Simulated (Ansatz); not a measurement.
An Ansatz (a quantum-chemistry and plane-wave program) input (Ansatz PBEsol, no spin-orbit coupling):

Ansatz 0.2 input:
```yaml
crystal:
  lattice:
    - [4.7103283293, 0, 0]
    - [-2.3551641646, 4.0792639933, 0]
    - [0, 0, 5.6849791356]
  atoms:
    - { symbol: Ge, position: [0.6666666667, 0.3333333333, 0.041565633] }
    - { symbol: Ge, position: [0.3333333333, 0.6666666667, 0.541565633] }
    - { symbol: Se, position: [0.6666666667, 0.3333333333, 0.583634367] }
    - { symbol: Se, position: [0.3333333333, 0.6666666667, 0.083634367] }
basis: { ecutwfc: 420, ecutrho_ratio: 4, xc_grid: 2, fft_grid_basis: typed }
kpoints: { mp_grid: { grid: [8, 8, 6] } }
hamiltonian:
  xc: pbesol
  dispersion: none
  pseudopotentials: { kind: paw }
scf: { occupations: { method: fermi_dirac, width: 0.05 }, convergence: { dr2_threshold: 0.0000000004 } }
output: { forces: true, stress: true }
```

### Question
Which symmetry and how many k-points will the program report, and about how many plane waves at Γ?

### Answer
Space group P63mc (ITA 186) with 12 operations, k-points 40 of 384, and 2149 plane waves at Γ.

No phonon test of stability was made. The cell is GeSe (space group P6_3mc, No. 186; a hypothetical phase, not in the database extracts checked).
